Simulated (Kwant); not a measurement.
Model system: GaN/Al0.2Ga0.8N stack with 2 barriers. One parabolic valley. Leads of mass 0.2 mₑ with the band edge at 0; grid 0.1 nm; bias 0.1 V, dropping linearly over the stack.

| layer | thickness (nm) | band offset (eV) | mass (mₑ) |
|---|---|---|---|
| 1 | 2 | 0.35 | 0.22 |
| 2 | 5 | 0 | 0.2 |
| 3 | 2 | 0.35 | 0.22 |

The device is made up for the run: typed textbook-type constants, with dimensions and the other settings drawn at random.

Kwant, one-band effective-mass tight-binding model in one dimension, coherent, no space charge.

Sweep values stay those of the base run.

Base results: transmission at E = 0.2251 eV 0.0099; mean transmission over the sweep 0.12; transmission at E = 0.4484 eV 0.31; transmission at E = 0.3367 eV 0.24.

Task: What follows from this one change: height of the first barrier 0.35 → 0.28 eV?

Result: transmission at E = 0.2251 eV 0.0099 → 0.025; mean transmission over the sweep 0.12 → 0.19; transmission at E = 0.4484 eV 0.31 → 0.56; transmission at E = 0.3367 eV 0.24 → 0.27.

Task: What follows from this one change: thickness of the first barrier 2 → 2.8 nm?

Result: transmission at E = 0.2251 eV 0.0099 → 0.0030; mean transmission over the sweep 0.12 → 0.086; transmission at E = 0.4484 eV 0.31 → 0.53; transmission at E = 0.3367 eV 0.24 → 0.10.
